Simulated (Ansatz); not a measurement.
# Short convergence ladders for ScAg2 (I4mm, 3 atoms in the cell)

```yaml
crystal:
  lattice:
    - [-1.77444, 1.77444, 4.47660]
    - [1.77444, -1.77444, 4.47660]
    - [1.77444, 1.77444, -4.47660]
  atoms:
    - { symbol: Sc, position: [0.00558, 0.00558, 0.00000] }
    - { symbol: Ag, position: [0.66664, 0.66664, 0.00000] }
    - { symbol: Ag, position: [0.33336, 0.33336, 0.00000] }
```

Base method: PBEsol, default PAW files made with PBE (plane waves; Ansatz, a quantum-chemistry and plane-wave program).

Base settings: basis.ecutwfc = 30.9 Ry; kpoints.mp_grid.grid = 9 9 9; hamiltonian.xc = pbesol; hamiltonian.pseudopotentials = {kind: paw} (the program's default PAW files); scf.occupations.method = fermi_dirac; scf.occupations.width = 0.0073 Ry.

The count of work is k-points × plane waves × bands × iterations; it is no time. Core times come from one kind of shared machine, to one figure; runs under 30 s give none.

**The cutoff for other potential files**

Level: DFT, PBEsol, plane waves, harder PAW files (source: ansatz) made with PBE.

In this ladder: hamiltonian.pseudopotentials = {kind: paw, source: ansatz}.

The second cell is the first with its lattice scaled by 0.98.

The mesh stays at the base's, so the ladder's end is converged at best in this setting alone.

The first pressure column holds Ansatz's estimate of the finite-basis (Pulay) stress, which hides part of the cutoff error; the other is without it.

Only quantities that move along the ladder and can be compared are tabulated.

```tsv
basis.ecutwfc	free energy less the last step's (meV/atom)	energy of the compressed cell less the first (meV/atom)	pressure (GPa)	pressure without the Pulay estimate (GPa)	largest difference of a force vector from the last step's (eV/Å)	count of work / last
20.2 Ry	2758.03	-34.54	-6.64	-135.38	0.238	0.11
24.6 Ry	413.48	-2.50	-3.22	-29.80	0.065	0.14
31.2 Ry	18.94	-7.19	-3.88	-5.38	0.003	0.20
38.2 Ry	1.51	-7.15	-3.86	-3.94	0.000	0.28
44.8 Ry	0.83	-7.13	-3.85	-3.86	0.000	0.36
53.7 Ry	0.49	-7.13	-3.85	-3.86	0.000	0.47
67.3 Ry	0.27	-7.14	-3.85	-3.86	0.000	0.65
89.7 Ry	0.00	-7.14	-3.85	-3.86	0.000	1.0
```

Coarsest basis.ecutwfc that holds the energy of the compressed cell less the first within 2 meV/atom of the last step, with all finer ones: 31.2 Ry, at 0.20 of the last step's count of work; the step before is off by 4.6 meV/atom.

Coarsest basis.ecutwfc that holds the forces within 0.005 eV/Å of the last step, with all finer ones: 31.2 Ry, at 0.20 of the last step's count of work; the step before is off by 0.065 eV/Å.

Coarsest basis.ecutwfc that holds the free energy within 5 meV/atom of the last step, with all finer ones: 38.2 Ry, at 0.28 of the last step's count of work; the step before is off by 19 meV/atom.

The energy difference between the two cells stays within 1 meV/atom of the last step's from 31.2 Ry on, the total only from 44.8 Ry on: much of the error is common to both cells and cancels.

At the lowest cutoff the pressure without the Pulay estimate lies 132 GPa under the last step's, the usual sign of Pulay stress in an incomplete plane-wave basis.

**The relaxed cell against the cutoff**

On ScAg2 (I4/mmm, 3 atoms in the cell): atoms on their sites.

In this ladder: relax = cell and atoms.

The mesh stays at the base's, so the ladder's end is converged at best in this setting alone.

Only quantities that move along the ladder and can be compared are tabulated.

| basis.ecutwfc | relaxed volume (Å³/atom) | relaxation steps | core time / last (rough) |
|---|---|---|---|
| 15.4 Ry | 19.832 | 67 | 2 |
| 18.4 Ry | 18.141 | 31 | 1 |
| 21.7 Ry | 18.010 | 13 | 0.6 |
| 26.1 Ry | 18.032 | 7 | 0.4 |
| 30.9 Ry | 18.033 | 5 | – |
| 37.1 Ry | 18.034 | 5 | 0.5 |
| 46.3 Ry | 18.034 | 5 | 0.7 |
| 61.7 Ry | 18.033 | 5 | 1 |

Coarsest basis.ecutwfc that holds the relaxed volume within 0.036 Å³/atom of the last step, with all finer ones: 21.7 Ry; the step before is off by 0.11 Å³/atom.

At the lowest cutoff the cell relaxes to a volume 10.0 % larger than at the highest. Ansatz relaxes on a stress corrected for the finite basis.

On the base run: the starting cell comes from a database of computed structures (which also holds hypothetical and non-ambient phases and stackings), without a prior relaxation at this level. Its lattice was rescaled by up to half a per cent. One atom was moved a little off its site on purpose.

Keys are those of Ansatz 0.2.
